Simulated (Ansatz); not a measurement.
Start from Rb in the bcc (W type) structure (space group Im-3m, No. 229).

```
CELL_PARAMETERS angstrom
     -2.87447     2.87447     2.87447
      2.87447    -2.87447     2.87447
      2.87447     2.87447    -2.87447
ATOMIC_POSITIONS crystal
  Rb 0.00000 0.00000 0.00000
```

Level of theory: Ansatz (a program for electronic structure), r2SCAN, PAW, cutoff 500 eV, no spin-orbit coupling, earlier PAW set.

Before the change:

The lattice parameter a comes out as 5.749 Å.

It is then changed as follows: La takes the place of Rb on all its sites; the structure is relaxed again.

Predict the new lattice parameter a.

The lattice parameter a drops by 1.504 Å, from 5.749 Å to 4.245 Å.

Whether these cells are dynamically stable was not tested. For La in this form, whether it has been made was not checked. All final runs are without spin polarisation. This is not the structure that La has at room temperature and ambient pressure.
